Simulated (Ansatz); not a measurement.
**A computed series for Ba: element substitutions**

Start from Ba in the bcc (W type) structure (space group Im-3m, No. 229; a = 4.882 Å).

Each row replaces one element on all its sites; cell and atoms are relaxed.

Level of theory: PBEsol in Ansatz (plane waves to 420 eV, PAW, scalar-relativistic without spin-orbit coupling).

Candidates:
(a) Ba → La
(b) Ba → Be
(c) Ba → Li

Before the change:

The volume per atom comes out as 58.17 Å³.

Task: Order them by volume per atom, lowest first.

Result: (b) Ba → Be (7.74 Å³), (c) Ba → Li (20.25 Å³), (a) Ba → La (34.71 Å³)

Stability against distortions was not tested. For La and Be in this form, whether it has been made was not checked. The final runs are not spin-polarised. This is not the structure that La has at room temperature and ambient pressure. This is not the structure that Be has at room temperature and ambient pressure.

Ansatz is a program for electronic structure.
